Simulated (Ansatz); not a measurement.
Consider a periodic stack without vacuum, fcc Pb (1 1 1) on cubic ZrO2 (1 1 1) (film strained to the substrate, started from cuts of the bulks and a machine-learned relaxation; slabs O10Zr4 and Pb4, which can lie off the formulas): substrate slab O10Zr4, film Pb4, surface cells [[0, -1], [1, -1]] and [[1, 0], [0, 1]], film strained by +1.5 and +1.5 %, outermost planes O/O and Pb/Pb as cut, which need not be the usual terminations and can put a slab off its formula. Its start:

```xyz
18
Lattice="3.6176 0.0000 0.0157 1.8088 3.1329 -0.0047 1.3192 -0.6269 25.4759" Properties=species:S:1:pos:R:3 pbc="T T T"
O      2.2765     0.7217     2.2717
O      4.0775     1.7600     0.6882
O      4.0850     1.7743     5.2468
O      2.2745     2.8145     3.7715
O      2.2637     2.8324     8.2514
O      2.2728     0.7366     6.7578
O      2.2311     0.7615    11.2414
O      4.0605     1.7953     9.7784
O      4.0090     1.8179    14.3309
O      5.8338     2.8578    12.7539
Zr     4.0818     1.7680     3.0441
Zr     2.2812     2.8199     6.0012
Zr     2.2654     0.7484     9.0103
Zr     4.0322     1.8101    11.9842
Pb     3.9992    -0.2647    15.1688
Pb     5.2214     0.9627    18.9678
Pb     3.4135     2.0063    21.5549
Pb     3.5913     0.0891    25.3339
```

The start was prepared with a machine-learned potential, and the result is one local minimum, with the in-plane cell held and forces under 0.04 eV/Å; the film can end far from its bulk form.

All values below come from PBE (plane waves to 420 eV, PAW; Ansatz, a program for electronic structure). Spin–orbit coupling is left out; the runs are not spin-polarised. Its k-point mesh 10×10×1, Fermi–Dirac width 0.05 eV.

Task: Predict the relaxed interface.

Result: 
```
Quantity                                                                                    Value
--------------------------------------------------------------------------------  ---------------
interface area                                                                            11.3 Å²
period                                                                                    25.30 Å
heights between the nearest atoms of the two slabs at the two interfaces          0.86 and 0.86 Å
O–Pb contacts across the interfaces within 1.22 times the sum of covalent radii    8, mean 2.30 Å
Pb–Zr contacts across the interfaces within 1.22 times the sum of covalent radii   6, mean 3.80 Å
```
